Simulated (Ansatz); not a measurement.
How the band gap of B12As2 (R-3m, No. 166, 14 atoms in the cell; start mp-624) moves with the method

No measured value is used here.

```json
[
 {"level (code)": "PBEsol+SOC (Ansatz)", "value (eV)": "2.62 (indirect)", "cell (Å³/atom)": "9.15"},
 {"level (code)": "r²SCAN (Ansatz)", "value (eV)": "[?]", "cell (Å³/atom)": "9.22"},
 {"level (code)": "dielectric-dependent PBEsol hybrid (Ansatz)", "value (eV)": "3.39 (indirect)", "cell (Å³/atom)": "9.15"}
]
```

Fill in the missing entries.


- r²SCAN (Ansatz, a program for electronic structure), value (eV): 2.88 (indirect)

Computed values are for a static lattice. Spin–orbit coupling is included only where a level's name says +SOC; with heavier elements it mostly lowers gaps and can invert bands.  PBEsol+SOC: the gap is read on the k mesh or supercell of the run alone and can be too large. Values are at the PBEsol cell; r²SCAN at the level's own relaxed cell. Cutoffs and k meshes differ between the levels. Ansatz's density-functional and Hartree–Fock values are scalar-relativistic unless marked +SOC, with PAW data made under PBE.

A start named mp-… is a Materials Project structure, which need not be a measured phase.
